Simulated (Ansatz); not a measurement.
Base system: Hf in the hcp (Mg type) structure (space group P6_3/mmc, No. 194; a = 3.159 Å, c = 5.000 Å).

Method: PBEsol (Ansatz, a quantum-chemistry and plane-wave program, PAW, scalar-relativistic without spin-orbit coupling).

For the base:

```
Item        Value
--------  -------
Pressure  0.0 GPa
Band gap     zero
```

Now apply this change: the cell is scaled by 1.0118 in all directions, atoms relaxed at fixed cell.

Q: Predict the new pressure, energy relative to the base and band gap.

A: The pressure (mean of the normal stresses, compression positive) goes from zero to -3.8 GPa; the energy goes up by 9.3 meV/atom; the band gap stays zero.

The cells carry an imposed strain or load. Stability against distortions was not tested. The final runs are not spin-polarised.
